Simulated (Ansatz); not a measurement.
## Si (diamond structure), cut as (110) film, 3 layers, ended by OH

Cell contents Si6O4H4 (14 atoms). Periodic boundary conditions, with empty space along the open directions.

All values below come from PBE (plane waves to 420 eV, PAW; Ansatz, a quantum-chemistry and plane-wave program).

k-points: Γ-centred 5×7×1 mesh; occupations: Fermi-Dirac, 0.020 eV; spin polarisation not allowed. Scalar-relativistic, no spin-orbit coupling.

 The in-plane lattice is held at the bulk value.

```json
{
 "electronic_character": "not metallic",
 "Kohn-Sham band gap": "1.14 eV",
 "character of the gap on the mesh and a band path of the cell's zone": "indirect (the cell's symmetry is low, so an edge off the path may lie nearer)",
 "k-point of the valence-band top (reciprocal lattice units)": "(0.000, 0.000, 0.000)",
 "k-point of the conduction-band bottom (reciprocal lattice units)": "(0.000, -0.375, 0.000)",
 "depth_of_the_highest_filled_level_under_the_vacuum_level": "5.51 eV",
 "depth_of_the_lowest_empty_level_under_the_vacuum_level": "4.37 eV",
 "weight_of_the_highest_filled_level_on_the_outer_atoms_and_the_ending": "0.57",
 "weight_of_the_lowest_empty_level_on_the_outer_atoms_and_the_ending": "0.64",
 "hole_mass_of_the_top_band_at_the_zone_centre": "0.84 mₑ along the first reciprocal vector, 0.13 mₑ along the second reciprocal vector",
 "change_of_bonding_against_the_cut": "none",
 "number of neighbours within 2.860 Å (ending not counted)": "3 for 4 atoms, 4 for 2 atoms",
 "mean Si-Si distance (least to greatest)": "2.388 Å (2.384 to 2.398)",
 "cost_of_relaxation_and_final_run": "around 0.10 core-hours (rough)"
}
```
